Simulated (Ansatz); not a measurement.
Take MgS in the rock salt structure (space group Fm-3m, No. 225; a = 5.182 Å) as the base. Axes: x, y, z lie along the cube axes.

The values are results of Ansatz (an electronic-structure program), PBEsol, PAW, cutoff 420 eV, no SOC, not measurements.

Now apply this change: tensile biaxial strain of 2.08 % in the plane normal to [111], as in epitaxy on a mismatched substrate; the out-of-plane cell vector and the atoms relax.

Problem. Estimate the effect on the hole mass.

Solution. The hole mass is 0.19 mₑ out of plane, 1.8 mₑ in plane (at Γ).

Problem. What happens to the out-of-plane strain?

Solution. The out-of-plane strain amounts to -1.16 %.

Problem. Predict the new in-plane stress.

Solution. The mean in-plane stress (compression positive) is -3.3 GPa.

The levels and masses belong to the bands next to the band gap. Masses are band curvatures over ±0.01 Å⁻¹ around the edge. No phonon test of stability was made.
